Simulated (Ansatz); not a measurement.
A (7,1) carbon nanotube has 76 atoms in a period of 10.741 Å, a mean diameter of 6.02 Å, and lies 227 meV/atom over the flat sheet relaxed at the same level.

Calculation: PBE (plane waves to 420 eV, PAW; Ansatz, a first-principles code). Mesh 1×1×6. No spin polarisation. Isolated but for its images some 11 Å away. An idealised model, rolled from the flat sheet. It keeps the symmetry and period of its start, so it need not be a minimum against all distortions.

**Question.** Which bending rigidity of the sheet does this imply in the thin-plate picture?

**Answer.** A plate bent to radius R stores D/(2R²) an area. The area an atom is π × 6.02 × 10.741/76 = 2.67 Å², so the stored energy is 0.227/2.67 = 0.0850 eV/Å². With R = 3.010 Å, D = 2R² × 0.0850 = 1.5 eV.
